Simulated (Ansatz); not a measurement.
An Ansatz (an electronic-structure program) input (Ansatz, r2SCAN, PAW, cutoff 500 eV, no SOC):

Ansatz 0.2 input:
```yaml
crystal:
  lattice:
    - [-3.3026938644, 3.3026938644, 3.3026938644]
    - [3.3026938644, -3.3026938644, 3.3026938644]
    - [4.9540407966, 4.9540407966, -1.6513469322]
  atoms:
    - { symbol: Nb, position: [0.0058516845, 0.0100951546, -0.0001370131] }
    - { symbol: Nb, position: [-0.0062515656, 0.5011500852, 1.0003678901] }
    - { symbol: Nb, position: [0.5053835518, 0.000456608, 0.0105827092] }
    - { symbol: Nb, position: [0.5025627191, 0.5039571158, -0.0003154803] }
    - { symbol: Nb, position: [0.3372317909, 0.3318935213, 0.3278454576] }
    - { symbol: Nb, position: [0.1676055174, 0.1623695986, 0.6629395034] }
    - { symbol: Nb, position: [0.3411150761, 0.8358396441, 0.3342590244] }
    - { symbol: Nb, position: [0.1661958372, 0.6655574698, 0.6641959128] }
    - { symbol: Nb, position: [0.8381002806, 0.3396686066, 0.3336998412] }
    - { symbol: Nb, position: [0.6694262805, 0.1709290918, 0.6642937205] }
    - { symbol: Nb, position: [0.8327485021, 0.8358663834, 0.334443036] }
    - { symbol: Nb, position: [0.6662219461, 0.664879328, 0.6677601902] }
    - { symbol: H, position: [0.0016335521, 0.2455916632, 0.1686958303] }
basis: { ecutwfc: 500, ecutrho_ratio: 4, xc_grid: 4, fft_grid_basis: typed }
kpoints: { mp_grid: { grid: [7, 7, 5] } }
hamiltonian:
  xc: r2scan
  dispersion: none
  pseudopotentials: { kind: paw }
scf: { occupations: { method: fermi_dirac, width: 0.05 }, convergence: { dr2_threshold: 0.0000000013 } }
relax: { f_tol: 0.02, max_steps: 45 }
output: { forces: true, stress: true }
checkpoint: { write: state.ck, write_every: 1000 }
```

Which symmetry and how many k-points will the program report, and about how many plane waves at Γ?

Space group P1 (ITA 1) with 1 operations, k-points 123 of 245, and 5487 plane waves at Γ.

And the final pressure?

3.04 GPa (compression positive).

In so small a cell the defect repeats every few ångströms: this is an ordered compound, not a dilute defect. All final runs are without spin polarisation. The cell was made from Nb in the bcc (W type) structure (space group Im-3m, No. 229) by this change: H interstitial (started 1.74 Å from the nearest host atom). The defect cell is not spin-polarised.
